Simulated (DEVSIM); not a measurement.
Device: abrupt Si p-n junction, at 350 K.

Layer 1 from the left is Si, thickness (μm) 0.170, Na (cm⁻³) 5e17, τn (s) 1.8e-6, τp (s) 1.8e-6. Layer 2 from the left is Si, thickness (μm) 160, Nd (cm⁻³) 2.9e14, τn (s) 1.8e-6, τp (s) 1.8e-6.

Left contact: ohmic. Right contact: ohmic. Voltage is applied to the left contact. Recombination: SRH at mid-gap, Auger. Mobility is μmin + (μ − μmin)/(1 + (N/Nref)^α).

The device is made up for the run: typed textbook-type constants, with dimensions and the other settings drawn at random. Values at 300 K; Nc and Nv go as T^1.5, mobilities as T to minus their exponent, the gap by Varshni's rule with the affinity fixed.

Si: gap (eV) 1.124, affinity (eV) 4.05, permittivity 11.7, Nc (cm⁻³) 2.86e19, Nv (cm⁻³) 3.1e19, μn (cm²/Vs) 1417, μp (cm²/Vs) 470, μn,min 52, μp,min 45, Nref,n 9.7e16, Nref,p 2.2e17, αn 0.68, αp 0.72, T exponent of μn 2.3, T exponent of μp 2.2, Cn (cm⁶/s) 2.8e-31, Cp (cm⁶/s) 9.9e-32, Varshni α (eV/K) 0.000473, Varshni β (K) 636.

Model (solved in DEVSIM): 1D drift-diffusion, Boltzmann statistics, complete ionisation; no tunnelling, impact ionisation, image-force lowering or self-heating.

Dark forward current:

| |V| (V) | |J| (A/cm²) |
|---|---|
| 0.05 | 1.578e-6 |
| 0.10 | 7.921e-6 |
| 0.15 | 3.680e-5 |
| 0.20 | 0.0001769 |
| 0.25 | 0.0008732 |
| 0.30 | 0.004232 |
| 0.35 | 0.01798 |
| 0.40 | 0.05809 |
| 0.45 | 0.1437 |
| 0.50 | 0.2991 |
| 0.55 | 0.5554 |
| 0.60 | 0.9436 |
| 0.65 | 1.488 |
| 0.70 | 2.204 |
| 0.75 | 3.103 |
| 0.80 | 4.191 |
| 0.85 | 5.474 |
| 0.90 | 6.953 |
| 0.95 | 8.630 |
| 1.00 | 10.51 |
| 1.05 | 12.58 |
| 1.10 | 14.86 |
| 1.15 | 17.34 |
| 1.20 | 20.02 |
| 1.25 | 22.89 |
| 1.30 | 25.97 |

**Question.** Work out the local ideality factor n = ΔV / (kT/q · ln(J2/J1)) between the rows 0.15 and 0.20 V, 0.20 and 0.25 V, 1.25 and 1.30 V.

**Answer.** kT/q = 30.16 mV. From 0.15 to 0.20 V: ln(0.0001769/3.680e-5) = 1.570, n = 1.06, near the 1 of diffusion or emission over a barrier. From 0.20 to 0.25 V: ln(0.0008732/0.0001769) = 1.597, n = 1.04, near the 1 of diffusion or emission over a barrier. From 1.25 to 1.30 V: ln(25.97/22.89) = 0.126, n = 13.13.

**Question.** Estimate the current at 0.20 V from the Shockley equation with J0 = Σ q ni² D/(N L) coth(W/L), τ joining the SRH, radiative and Auger lifetimes that are on, and W taken as the whole layer.

**Answer.** ni² = 1.43e23 cm⁻⁶; electrons in the p layer: μ = 273 cm²/Vs, D = 8.23 cm²/s, τ = 1.72e-6 s, L = 37.7 μm, W/L = 0.0045, term 2.21e-8 A/cm²; holes in the n layer: μ = 332 cm²/Vs, D = 10.0 cm²/s, τ = 1.80e-6 s, L = 42.5 μm, W/L = 3.8, term 1.86e-7 A/cm². J0 = 2.08e-7 A/cm², and J = J0 exp(qV/kT) = 0.000158 A/cm². The simulation gives 0.000177 A/cm²; the estimate lies 11 % below. The estimate leaves out recombination in the depletion region and that region's share of W.
